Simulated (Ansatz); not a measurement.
WMo (model structure, Pm-3m, No. 221, 4 atoms in the cell), treated with r²SCAN (Ansatz, a first-principles code, plane waves, PAW).

Run with plane-wave cutoff 560 eV, 12×18×12 k mesh (along the axes of the cell as run), Fermi–Dirac smearing 0.05 eV, no spin polarisation, scalar-relativistic PAW data made under PBE.

Cell (relaxed at this level):

```
CELL_PARAMETERS angstrom
      4.46813     0.00000     0.00000
      0.00000     3.15874     0.00000
      0.00000     0.00000     4.46820
ATOMIC_POSITIONS crystal
  Mo 0.25000 0.00000 0.75000
  Mo 0.75000 0.00000 0.25000
  W  0.25000 0.50000 0.25000
  W  0.75000 0.50000 0.75000
```

**Question.** Estimate the bulk modulus B0 that the calculation returns.

**Answer.** 
* **bulk modulus B0**: 295 GPa

Note: the run has no spin polarisation, so it can have missed a magnetic state; the bulk modulus is −V dP/dV from two relaxed cells at ±2 % in volume; the relaxation could raise the start's symmetry but not lower it, so the cell can be a saddle point.

Spin–orbit coupling is not included.

Computed values are for the static lattice.

A model structure was made by putting elements into a prototype or built by hand; it is no filed structure, need not be a known phase, and can be a saddle point held by its symmetry.
